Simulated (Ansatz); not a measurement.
Take SnTe in the rock salt structure (space group Fm-3m, No. 225; a = 6.235 Å) as the base. Axes: x, y, z lie along the cube axes.

The values are results of plane-wave PAW DFT at the LDA level (Ansatz, a program for electronic structure, 420 eV), scalar-relativistic without spin-orbit coupling, not measurements.

One thing is altered: uniaxial strain ε_zz = +3.00 %, all other strain components held at zero, atoms relaxed at fixed cell.

Estimate the effect on the stress and energy relative to the base.

The stress (xx, yy, zz, yz, xz, xy; compression positive) amounts to (-0.09, -0.09, -3.66, 0.00, 0.00, 0.00) GPa; the energy rises by 11 meV/atom.

Whether these cells are dynamically stable was not tested.
